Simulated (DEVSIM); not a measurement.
Device: Pt/AlN/n-Ge capacitor, at 300 K.

Layer 1 from the left is AlN, thickness (nm) 10.0. Layer 2 from the left is Ge, thickness (nm) 1200, Nd (cm⁻³) 2.5e17.

Metal gate on the left, work function 5.6 eV. Fixed charge at the semiconductor interface -1.1e10 cm⁻² (in units of +e); no interface traps.

This is a model device: material constants are rounded textbook-type values typed into the input, and sizes, dopings and lifetimes were drawn at random. Values at 300 K.

AlN: gap (eV) 6.1, affinity (eV) 1.9, permittivity 8.5. Ge: gap (eV) 0.664, affinity (eV) 4, permittivity 16, Nc (cm⁻³) 1.04e19, Nv (cm⁻³) 6e18.

**Question.** Estimate by hand the flat-band voltage, the threshold voltage, and compare with a numerical solution.

**Answer.** 
- Flat-band voltage: C = 0.753 μF/cm², work-function difference 1.504 V; VFB = φms − qNf/C = 1.51 V; numerical 1.51 V.
- Threshold voltage: φF = 0.243 V, depletion charge √(4εqNφF) = 2.35e-7 C/cm²; VT = VFB − 2φF − Qd/C = 0.71 V; numerical 0.71 V.

Model (solved in DEVSIM): 1D Poisson equation in equilibrium, Boltzmann statistics, complete ionisation; no quantum confinement or tunnelling. Metal contacts follow the ideal Schottky-Mott rule: no Fermi-level pinning, no interface dipoles.
